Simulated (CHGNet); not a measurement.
# 1T (CdI2-type) MgI2

Method: the machine-learned potential CHGNet 0.3.0 (trained on PBE and PBE+U data).

Cell: relaxed at this level.

```json
{
 "lattice_constant_a": "4.242 Å",
 "c axis length": "7.054 Å",
 "volume_per_atom": "36.64 Å³/atom"
}
```

Measured, for comparison: lattice constant a 4.14 Å, lattice parameter c 6.88 Å (temperature not stated, copied from a table, unchecked, not corrected to a static lattice; as tabulated in Crystal Structures 1, 239 (1963)). Computed (rounded) less measured: lattice constant a not scored (unchecked), lattice parameter c not scored (unchecked).

A machine-learned potential is trained on density-functional data: it inherits that level's misses and adds fitting errors of its own.

Note: this model's volume lies 7 % above that of the starting cell (a measured, published or database cell).
